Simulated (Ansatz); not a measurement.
Base system: PbTe in the rock salt structure (space group Fm-3m, No. 225; a = 6.442 Å). Axes: x, y, z lie along the cube axes.

The values are results of Ansatz (an electronic-structure program) PBEsol, no spin-orbit coupling, not measurements.

Base values:

| Property | Value |
|---|---|
| Band gap | 0.65 eV |
| Volume per atom | 33.42 Å³ |

One thing is altered: biaxial strain −2.50 %, plane normal [111], relaxed out of plane (Cartesian); in-plane vectors clamped, the third vector and the atoms free.

Estimate the effect on the band gap, energy relative to the base and volume per atom.

The band gap drops by 0.47 eV, from 0.65 eV to 0.18 eV; the energy rises by 8.5 meV/atom; the volume per atom decreases by 0.78 Å³, from 33.42 Å³ to 32.64 Å³.

Spin-orbit coupling, missing from the scalar runs, can matter with Pb and Te. Whether these cells are dynamically stable was not tested. A zero or small gap of PbTe under biaxial strain −2.50 %, plane normal [111], relaxed out of plane can be the functional's error rather than a property of the material.
